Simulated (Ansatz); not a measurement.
Given:

```yaml
crystal:
  lattice:
    - [3.03079, 0.00000, 0.00000]
    - [-1.51539, 2.71756, 0.00000]
    - [0.00000, 0.00000, 5.01013]
  atoms:
    - { symbol: Al, position: [0.33440, 0.66881, 0.99787] }
    - { symbol: Al, position: [0.66560, 0.33119, 0.49787] }
    - { symbol: N, position: [0.33661, 0.67322, 0.37713] }
    - { symbol: N, position: [0.66339, 0.32678, 0.87713] }
```

Level of theory: r2SCAN with spin-orbit coupling, rigid bands (plane waves, PAW; Ansatz, a first-principles code). Condition of this run: uniaxial stress along a of 9 GPa (compression positive) (the target of the relaxation). How the cell was made: cell and atoms relaxed with PBEsol, then loaded as said.

Question: Predict the electron conductivity mass (n e² τ/σ) at 300 K, by direction if it differs.

Answer: 0.34 (x), 0.32 (y), 0.30 (z) mₑ.

Question: What conductivity effective mass do dilute holes have at 300 K?

Answer: 0.82 (x), 6.4 (y), 2.1 (z) mₑ.

Question: And the band gap?

Answer: 4.98 eV at this level; semilocal functionals usually fall short of the measured gap.

Rigid bands, one relaxation time for all states, no polarons. Geometry: cell and atoms relaxed with PBEsol.
